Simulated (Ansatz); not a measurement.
Input:

```
CELL_PARAMETERS angstrom
      2.52148     0.00000     0.00000
      1.26074     2.18367     0.00000
      0.00000     0.00000     6.61614
ATOMIC_POSITIONS crystal
  B  0.66667 0.66667 0.75000
  B  0.33333 0.33333 0.25000
  N  0.33333 0.33333 0.75000
  N  0.66667 0.66667 0.25000
```

No spin polarisation.

Calculations: PBE-D3(BJ) (Ansatz, an electronic-structure program; PAW; 420 eV plane waves; no spin-orbit coupling). Γ-centred 15×15×5 mesh, Fermi–Dirac width 0.05 eV.

Task: What smallest direct gap does the calculation give?

Result: 4.59 eV.

Task: Estimate the band gap.

Result: 4.21 eV.

The cells carry an imposed strain or load. Whether these cells are dynamically stable was not tested. The cell was made from BN (space group P6_3/mmc, No. 194; layered, stacked along the Cartesian z axis) by this change: biaxial strain +0.60 %, plane normal [001], relaxed out of plane.
